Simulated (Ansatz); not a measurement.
Start from AlN in the zinc blende structure (space group F-43m, No. 216; a = 4.370 Å).

All numbers come from r2SCAN, PAW, 500 eV (Ansatz, an electronic-structure program; spin-orbit coupling left out).

Strains are applied to the cell and any free atomic positions relax.

One change was made to it. Results:

The width of the top valence band increases by 0.06 eV, from 2.68 eV to 2.74 eV; the energy grows by 6.4 meV/atom; the band gap increases by 0.02 eV, from 3.94 eV to 3.96 eV.

### Question
Name the change that was made.
(A) isotropic strain −0.50 %
(B) isotropic strain −1.00 %
(C) isotropic strain −2.50 %

### Answer
B, isotropic strain −1.00 %. For comparison, the energy relative to the base in the other runs: isotropic strain −0.50 % gives +1.6 meV/atom; isotropic strain −2.50 % gives +41 meV/atom.

Whether these cells are dynamically stable was not tested. This is not the structure that AlN has at room temperature and ambient pressure.
